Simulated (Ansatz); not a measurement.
Consider Ir in the fcc (Cu type) structure (space group Fm-3m, No. 225; relaxed with 0.1 eV smearing).

```
Ir
1.0
    0.00000     1.91555     1.91555
    1.91555     0.00000     1.91555
    1.91555     1.91555     0.00000
Ir
1
Direct
  0.00000   0.00000   0.00000
```

Calculations: plane-wave PAW DFT at the PBEsol level (Ansatz, a program for electronic structure, 420 eV), no SOC.

For the base:

The pressure is 0.0 GPa.

Perturbation: every lattice vector is stretched by 1.00 %; the atoms relax in the strained cell.

How does this affect the energy relative to the base and pressure?

The energy goes up by 15 meV/atom; the pressure goes from zero to -10.7 GPa.

Stability against distortions was not tested. The final runs are not spin-polarised.
